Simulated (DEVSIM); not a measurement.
Structure: abrupt Si p-n junction, at 300 K.

```tsv
layer (left to right)	material	thickness (μm)	Nd (cm⁻³)	Na (cm⁻³)	τn (s)	τp (s)
1	Si	0.460	-	2.2e16	0.00019	0.00019
2	Si	76.0	4.6e16	-	0.00019	0.00019
```

Left contact: ohmic. Right contact: ohmic. Voltage is applied to the left contact. Recombination: SRH at mid-gap, radiative. Gap narrowing is on: ΔEg = 6.92 meV × (l + √(l² + 0.5)), l = ln(N/1.3e17 cm⁻³), shared equally by both band edges. Mobility is μmin + (μ − μmin)/(1 + (N/Nref)^α).

The device is made up for the run: typed textbook-type constants, with dimensions and the other settings drawn at random. Values at 300 K.

```
parameter           Si
-------------  -------
gap (eV)         1.124
affinity (eV)     4.05
permittivity      11.7
Nc (cm⁻³)      2.86e19
Nv (cm⁻³)       3.1e19
μn (cm²/Vs)       1417
μp (cm²/Vs)        470
μn,min              52
μp,min              45
Nref,n          9.7e16
Nref,p          2.2e17
αn                0.68
αp                0.72
B (cm³/s)      4.7e-15
```

Simulated with DEVSIM: 1D drift-diffusion, Boltzmann statistics, complete ionisation; no tunnelling, impact ionisation, image-force lowering or self-heating.

Give the dark reverse current.


```json
[
 {"V (V)": "-0.04", "J (A/cm²)": "-6.6e-10"},
 {"V (V)": "-0.10", "J (A/cm²)": "-8.5e-10"},
 {"V (V)": "-0.20", "J (A/cm²)": "-9.1e-10"},
 {"V (V)": "-0.30", "J (A/cm²)": "-9.5e-10"},
 {"V (V)": "-0.40", "J (A/cm²)": "-9.9e-10"},
 {"V (V)": "-0.60", "J (A/cm²)": "-1.1e-9"},
 {"V (V)": "-0.80", "J (A/cm²)": "-1.2e-9"},
 {"V (V)": "-1.00", "J (A/cm²)": "-1.3e-9"},
 {"V (V)": "-1.30", "J (A/cm²)": "-1.4e-9"},
 {"V (V)": "-1.60", "J (A/cm²)": "-1.6e-9"},
 {"V (V)": "-2.00", "J (A/cm²)": "-1.9e-9"}
]
```
